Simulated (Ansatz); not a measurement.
Take ZnO in the wurtzite structure (space group P6_3mc, No. 186) as the base.

```
ZnO
1.0
    3.27948     0.00000     0.00000
   -1.63974     2.84011     0.00000
    0.00000     0.00000     5.29371
Zn O
2 2
Direct
  0.33333   0.66667   0.00146
  0.66667   0.33333   0.50146
  0.33333   0.66667   0.38054
  0.66667   0.33333   0.88054
```

Cartesian axes are those of the cell as printed.

Calculations: Ansatz (an electronic-structure program), PBE, PAW, cutoff 420 eV, no spin-orbit coupling.

Base values:

The valence-band top at Γ is 0.00, 0.00, -0.08 eV, the shortest interatomic distance is 1.999 Å and the band gap comes out as 0.74 eV.

Now apply this change: compressive biaxial strain of 0.60 % in the plane normal to [001], as in epitaxy on a mismatched substrate; the out-of-plane cell vector and the atoms relax.

### Question
Predict the new valence-band top at Γ.

### Answer
The valence-band top at Γ (three highest levels, from the VBM) becomes 0.00, 0.00, -0.09 eV (base: 0.00, 0.00, -0.08 eV).

### Question
What does the calculation give for the shortest interatomic distance after the change?

### Answer
The shortest interatomic distance falls by 0.005 Å (1.999 Å → 1.994 Å).

### Question
Predict the new band gap.

### Answer
The band gap stays 0.74 eV.

### Question
What does the calculation give for the in-plane stress after the change?

### Answer
The mean in-plane stress (compression positive) comes out as +1.3 GPa.

No phonon test of stability was made.
